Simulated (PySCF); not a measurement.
PySCF 2.14.0, MP2 (frozen core)/cc-pvdz: C[Si@H](O)C(=O)[SiH2]C[SiH3], 20 atoms. The geometry is a generated start, not checked to be a minimum at this level.

- task = mp2
- basis = cc-pvdz
- two-electron scheme = exact four-centre integrals
- frozen core = true
- mf.init_guess = minao (default)
- mf.DIIS = CDIIS (default)
- mf.diis_space = 8 (default)
- mf.conv_tol = 1e-09 (default)
- basis functions (reference run) = 184

On 4 threads, 1 BLAS thread. Build: conda-forge: OpenMP (GNU), OpenBLAS with its own threads, libcint, Libxc. Each setting ran once; only counts and results are compared.

Values of mol.max_memory tried: 8000 MB, 4000 MB, 2000 MB, 1000 MB, 500 MB, 300 MB, 200 MB.

Task: What happens as the memory setting falls?

Result: It runs down to 200 MB, the lowest tried, with the same result. At 8000 MB: SCF integrals in memory, transformation in memory. From 1000 MB down: direct SCF, transformation through a file.

| mol.max_memory | path | peak memory |
|---|---|---|
| 8000 MB | SCF integrals in memory, transformation in memory | 1.7 GiB |
| 4000 MB | SCF integrals in memory, transformation in memory | 1.7 GiB |
| 2000 MB | SCF integrals in memory, transformation in memory | 1.7 GiB |
| 1000 MB | direct SCF, transformation through a file | 1.3 GiB |
| 500 MB | direct SCF, transformation through a file | 1.3 GiB |
| 300 MB | direct SCF, transformation through a file | 1.3 GiB |
| 200 MB | direct SCF, transformation through a file | 1.3 GiB |

Peak memory is the kernel's count for the largest process, libraries included and scratch files not. The peak passes the setting at 1000 MB, 500 MB, 300 MB, 200 MB: it is no hard cap. MP2's transformation through a file may take 2000 MB even at lower settings.
